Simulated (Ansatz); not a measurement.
Consider AlN in the zinc blende structure (space group F-43m, No. 216; a = 4.403 Å).

Method: Kohn–Sham DFT with the PBE functional, run in Ansatz (a first-principles code) with PAW and 420 eV plane waves, scalar-relativistic without spin-orbit coupling.

For the base:

| Quantity | Value |
|---|---|
| Electron mass | 0.53 mₑ along k, 0.33 mₑ across (at X) |
| Hole mass | 0.31, 1.5, 1.5 mₑ (at Γ) |
| Pressure | 0.00 GPa |

Perturbation: the cell is scaled by 1.0300 in all directions, atoms relaxed at fixed cell.

Question: What happens to the electron mass?

Answer: The electron mass changes from 0.53 mₑ along k, 0.33 mₑ across (at X) to 0.24 mₑ (at Γ).

Question: How does this affect the hole mass?

Answer: The hole mass (degenerate bands, along [100]) changes from 0.31, 1.5, 1.5 mₑ (at Γ) to 0.27, 1.4, 1.4 mₑ (at Γ).

Question: Estimate the effect on the pressure.

Answer: The pressure goes from zero to -14.34 GPa.

The levels and masses belong to the bands next to the band gap. The cells carry an imposed strain or load. Effective masses come from finite differences of ±0.01 Å⁻¹. Along k means along the line from Γ to the band edge. Whether these cells are dynamically stable was not tested. This is not the structure that AlN has at room temperature and ambient pressure.
